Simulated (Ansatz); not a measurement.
Start from TlBr in the CsCl type structure (space group Pm-3m, No. 221; a = 3.915 Å).

The change: every lattice vector is shortened by 1.50 %; the atoms relax in the strained cell.

Level of theory: Kohn–Sham DFT with the PBEsol functional, run in Ansatz (an electronic-structure program) with PAW and 420 eV plane waves, no spin-orbit coupling.

Base, band edges from the VBM (valence, conduction): M -0.90, 4.83; R -2.20, 1.81; X 0.00, 1.59; Γ -1.55, 6.71 eV.

### Question
Give the band edges at the high-symmetry points of the new zone, measured from its valence-band maximum.

### Answer
```
point  valence edge (eV)  conduction edge (eV)
-----  -----------------  --------------------
Γ                  -1.78                  6.56
X                   0.00                  1.45
M                  -1.07                  4.86
R                  -2.45                  1.58
```

The gap is 1.45 eV, direct at X.

Spin-orbit coupling, missing from the scalar runs, can matter with Tl. Whether these cells are dynamically stable was not tested.
